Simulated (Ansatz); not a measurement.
# A computed series for Si3N4: pressure series

Base system: Si3N4 (space group P6_3/m, No. 176).

```
Si3N4
1.0
    7.66352     0.00000     0.00000
   -3.83176     6.63680     0.00000
    0.00000     0.00000     2.92654
Si N
6 8
Direct
  0.23108   0.82498   0.75000
  0.76892   0.17502   0.25000
  0.40610   0.23108   0.25000
  0.59390   0.76892   0.75000
  0.17502   0.40610   0.75000
  0.82498   0.59390   0.25000
  0.33333   0.66667   0.75000
  0.66667   0.33333   0.25000
  0.96915   0.67000   0.75000
  0.03085   0.33000   0.25000
  0.29915   0.96915   0.25000
  0.70085   0.03085   0.75000
  0.33000   0.29915   0.75000
  0.67000   0.70085   0.25000
```

Cell and atoms are relaxed at each pressure.

Levels (all Ansatz, a first-principles code, PAW): PBE (420 eV, no spin-orbit coupling); PBEsol (420 eV, without spin-orbit coupling).

The base cell above is that of PBE; each level relaxes its own structures.

```tsv
case	band gap, PBE	band gap, PBEsol
pressure −2 GPa	4.22 eV	4.16 eV
pressure −1 GPa	4.24 eV	4.17 eV
pressure 0.3 GPa	4.26 eV	4.19 eV
pressure 0.7 GPa	4.26 eV	4.20 eV
pressure 1.5 GPa	4.28 eV	4.21 eV
pressure 3 GPa	4.30 eV	4.23 eV
pressure 5 GPa	4.32 eV	4.25 eV
pressure 7.5 GPa	4.36 eV	4.28 eV
pressure 10 GPa	4.39 eV	4.31 eV
```

PBE lies above PBEsol in every row, by 0.06 eV to 0.08 eV. Near ties aside, they put the cases in the same order.

Load acts through the strain it causes; cell and atoms are relaxed under it. Stability against distortions was not tested. Competing high-pressure phases were not computed.
